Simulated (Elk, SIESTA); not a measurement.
An Elk input for a self-consistent single point of BaZrO3 (Pm-3m, 5 atoms in the cell) (DFT, PBEsol, all-electron FP-LAPW, Elk's shipped species files, default APW+lo basis):

```
tasks
  0

xctype
  22

rgkmax
  7.0

rmtscf
  0.85

stype
  3

swidth
  0.00183747

scale
  7.96026343

avec
    1.0000000000    0.0000000000    0.0000000000
    0.0000000000    1.0000000000    0.0000000000
    0.0000000000    0.0000000000    1.0000000000

sppath
  'species/'

atoms
  3   : nspecies
  'Ba.in'   : spfname
  1   : natoms; atposl, bfcmt below
  0.0000000000  0.0000000000  0.0000000000    0.0 0.0 0.0
  'Zr.in'   : spfname
  1   : natoms; atposl, bfcmt below
  0.5000000000  0.5000000000  0.5000000000    0.0 0.0 0.0
  'O.in'   : spfname
  3   : natoms; atposl, bfcmt below
  0.5000000000  0.0000000000  0.5000000000    0.0 0.0 0.0
  0.0000000000  0.5000000000  0.5000000000    0.0 0.0 0.0
  0.5000000000  0.5000000000  0.0000000000    0.0 0.0 0.0

ngridk
  8 8 8
```

Question: Write the same calculation as an input for SIESTA.

Answer: One input that does it (others would too):

```
# files in the folder: Ba.psml Zr.psml O.psml (PseudoDojo PBEsol standard)
SystemName  BaZrO3
SystemLabel siesta

NumberOfAtoms                5
NumberOfSpecies              3
%block ChemicalSpeciesLabel
  1 56 Ba
  2 40 Zr
  3 8 O
%endblock ChemicalSpeciesLabel
LatticeConstant              1.0 Bohr
%block LatticeVectors
     7.960263430    0.000000000    0.000000000
     0.000000000    7.960263430    0.000000000
     0.000000000    0.000000000    7.960263430
%endblock LatticeVectors
AtomicCoordinatesFormat      Fractional
%block AtomicCoordinatesAndAtomicSpecies
     0.000000000    0.000000000    0.000000000  1
     0.500000000    0.500000000    0.500000000  2
     0.500000000    0.000000000    0.500000000  3
     0.000000000    0.500000000    0.500000000  3
     0.500000000    0.500000000    0.000000000  3
%endblock AtomicCoordinatesAndAtomicSpecies

XC.functional                GGA
XC.authors                   PBEsol
PAO.BasisSize                DZP
PAO.EnergyShift              0.005 Ry
MeshCutoff                   300 Ry
%block kgrid.MonkhorstPack
    8   0   0  0.0
    0   8   0  0.0
    0   0   8  0.0
%endblock kgrid.MonkhorstPack
OccupationFunction           FD
ElectronicTemperature        0.05 eV

MaxSCFIterations             150
SCF.Mixer.Method             Pulay
SCF.Mixer.Weight             0.1
SCF.Mixer.History            8
SCF.DM.Tolerance             1.0E-04
Diag.ParallelOverK           true
WriteForces                  true
```

Basis settings and potentials, where a program has them, do not carry over. This input uses DFT, GGA PBEsol, numerical atomic orbitals DZP, PseudoDojo PBEsol standard norm-conserving potentials (rewritten from UPF to PSML). Both were run: gap on the mesh 3.111 eV in Elk and 3.045 in SIESTA.

On Elk: the starting cell comes from a database of computed structures (which also holds hypothetical and non-ambient phases and stackings), without a prior relaxation at this level. Values depend on the basis (sphere radii, cutoffs, local orbitals), which need not be converged.

On SIESTA: the starting cell comes from a database of computed structures (which also holds hypothetical and non-ambient phases and stackings), without a prior relaxation at this level. Values carry the incompleteness of an atom-centred basis. The basis of the alkali or alkaline-earth atoms may lack their empty d shell, which can raise the gap.
